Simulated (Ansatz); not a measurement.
## Cr in the simple cubic structure (space group Pm-3m, No. 221; non-magnetic; a hypothetical phase, not in the database extracts checked)

```cif
data_Cr
_chemical_formula_sum 'Cr1'
_space_group_name_H-M_alt 'Pm-3m'
_space_group_IT_number 221
_space_group_name_Hall '-P 4 2 3'
_cell_length_a 2.30857
_cell_length_b 2.30857
_cell_length_c 2.30857
_cell_angle_alpha 90.000
_cell_angle_beta 90.000
_cell_angle_gamma 90.000
loop_
_atom_site_label
_atom_site_type_symbol
_atom_site_symmetry_multiplicity
_atom_site_Wyckoff_symbol
_atom_site_fract_x
_atom_site_fract_y
_atom_site_fract_z
_atom_site_occupancy
Cr1 Cr 1 a 0.00000 0.00000 0.00000 1
```

Level of theory: Ansatz (an electronic-structure program), PBEsol, PAW, cutoff 420 eV, spin-orbit coupling left out. Γ-centred 20×20×20 mesh, Fermi–Dirac width 0.05 eV.

| Quantity | Result |
|---|---|
| Volume per atom | 12.30 Å³ |
| Density | 7.02 g/cm³ |
| Band gap | zero |
| Total energy | -3348.123 eV/atom (σ→0; compares only within this code and set-up) |

Whether these cells are dynamically stable was not tested. Starting moments died away, wholly or in part, for the base; another magnetic solution may exist. The final runs are not spin-polarised.
